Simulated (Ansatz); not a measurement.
Consider MoS2 (space group P6_3/mmc, No. 194; a = 3.109 Å, c = 11.709 Å; layered, stacked along the Cartesian z axis). Axes: x lies along a and z along c of the hexagonal cell.

Level of theory: Ansatz (an electronic-structure program) PBEsol-D3(BJ), without spin-orbit coupling.

Base values:

The valence-band top at Γ comes out as 0.00, -0.96, -1.60 eV and the volume per atom is 16.34 Å³. The hole mass comes out as 1.1 mₑ along c, 0.50 mₑ across (at Γ).

It is then changed as follows: compressive biaxial strain of 1.80 % in the plane normal to [001], as in epitaxy on a mismatched substrate; the out-of-plane cell vector and the atoms relax.

Predict the new valence-band top at Γ, volume per atom and hole mass.

The valence-band top at Γ (three highest levels, from the VBM) changes from 0.00, -0.96, -1.60 eV to 0.00, -1.00, -1.75 eV; the volume per atom falls by 0.485 Å³, from 16.34 Å³ to 15.85 Å³; the hole mass becomes 0.98 mₑ out of plane, 0.63 mₑ in plane (at Γ) (base: 1.1 mₑ along c, 0.50 mₑ across (at Γ)).

The levels and masses belong to the bands next to the band gap. Masses are band curvatures over ±0.01 Å⁻¹ around the edge. No phonon test of stability was made.
